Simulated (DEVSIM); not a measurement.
Structure: abrupt GaAs n-p junction, at 300 K.

```tsv
layer (left to right)	material	thickness (μm)	Nd (cm⁻³)	Na (cm⁻³)	τn (s)	τp (s)
1	GaAs	8.80	6.1e15	-	2.9e-8	2.9e-8
2	GaAs	2.10	-	1.6e15	2.9e-8	2.9e-8
```

Left contact: ohmic. Right contact: ohmic. Voltage is applied to the left contact. Recombination: SRH at mid-gap. Mobility is μmin + (μ − μmin)/(1 + (N/Nref)^α).

This is a model device: material constants are rounded textbook-type values typed into the input, and sizes, dopings and lifetimes were drawn at random. Values at 300 K; Nc and Nv go as T^1.5, mobilities as T to minus their exponent, the gap by Varshni's rule with the affinity fixed. The table also holds parameters that only a changed run uses.

| parameter | GaAs |
|---|---|
| gap (eV) | 1.424 |
| affinity (eV) | 4.07 |
| permittivity | 12.9 |
| Nc (cm⁻³) | 4.7e17 |
| Nv (cm⁻³) | 9e18 |
| μn (cm²/Vs) | 8500 |
| μp (cm²/Vs) | 400 |
| μn,min | 500 |
| μp,min | 20 |
| Nref,n | 6e16 |
| Nref,p | 1.5e17 |
| αn | 0.39 |
| αp | 0.38 |
| T exponent of μn | 2.1 |
| T exponent of μp | 2.2 |
| Cn (cm⁶/s) | 1e-30 |
| Cp (cm⁶/s) | 1e-30 |
| Varshni α (eV/K) | 0.000541 |
| Varshni β (K) | 204 |

Model (solved in DEVSIM): 1D drift-diffusion, Boltzmann statistics, complete ionisation; no tunnelling, impact ionisation, image-force lowering or self-heating.

Base results: largest field in the device at zero bias (V/cm) 19000; dark forward voltage at 100 A/cm² (V) 1.053; potential step across the device at zero bias (V) 1.088; dark forward voltage at 1 A/cm² (V) 0.911.

Q: What follows from this one change: thickness of layer 2 2.1 → 10 μm?

A: largest field in the device at zero bias little changed (19000 V/cm); dark forward voltage at 100 A/cm² 1.053 → 1.127 V; potential step across the device at zero bias little changed (1.088 V); dark forward voltage at 1 A/cm² 0.911 → 0.953 V.

Q: What follows from this one change: doping Na of layer 2 1.6e+15 → 4.8e+16 cm^-3?

A: largest field in the device at zero bias 19000 → 41000 V/cm; dark forward voltage at 100 A/cm² 1.053 → 1.140 V; potential step across the device at zero bias 1.088 → 1.176 V; dark forward voltage at 1 A/cm² 0.911 → 1.007 V.

Q: What follows from this one change: temperature 300 → 250 K?

A: largest field in the device at zero bias little changed (20000 V/cm); dark forward voltage at 100 A/cm² 1.053 → 1.143 V; potential step across the device at zero bias 1.088 → 1.178 V; dark forward voltage at 1 A/cm² 0.911 → 1.026 V.

Q: What follows from this one change: doping Nd of layer 1 6.1e+15 → 6.1e+16 cm^-3?

A: largest field in the device at zero bias 19000 → 23000 V/cm; dark forward voltage at 100 A/cm² 1.053 → 1.039 V; potential step across the device at zero bias 1.088 → 1.148 V; dark forward voltage at 1 A/cm² little changed (0.909 V).

Q: What follows from this one change: constant mobility in place of the doping-dependent one?

A: largest field in the device at zero bias little changed (19000 V/cm); dark forward voltage at 100 A/cm² 1.053 → 1.043 V; potential step across the device at zero bias little changed (1.088 V); dark forward voltage at 1 A/cm² 0.911 → 0.905 V.
